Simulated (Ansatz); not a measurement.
### Question
Name crystals whose electron conductivity mass lies between 0.123 and 0.191 mₑ and whose hole conductivity mass lies between 1.67 and 2.6 mₑ, by PBEsol with spin-orbit coupling, rigid bands (Ansatz, a first-principles code).

### Answer
Many crystals can fit; among those computed here:
- ZnO (P6_3mc): 0.153 mₑ, 2.1 mₑ

Masses are for dilute carriers at 300 K, harmonic means over directions unless an axis is named.
